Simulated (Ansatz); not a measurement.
The parent structure is HgS in the zinc blende structure (space group F-43m, No. 216; a = 5.992 Å).

All numbers come from PBE (Ansatz, a program for electronic structure, PAW, no spin-orbit coupling).

Base values:

The band gap is zero and the pressure is 0.0 GPa.

Now apply this change: an isotropic linear strain of −0.50 %; the atoms relax in the strained cell.

**Question.** Estimate the effect on the band gap.

**Answer.** The band gap remains zero.

**Question.** Estimate the effect on the energy relative to the base.

**Answer.** The energy increases by 1.0 meV/atom.

**Question.** Estimate the effect on the pressure.

**Answer.** The pressure goes from zero to 0.8 GPa.

The mesh was chosen for an insulator and is coarse for the gapless case. With Hg present, leaving out spin-orbit coupling can change the band edges. No phonon test of stability was made. The final runs are not spin-polarised. A zero or small gap of HgS can be the functional's error rather than a property of the material.
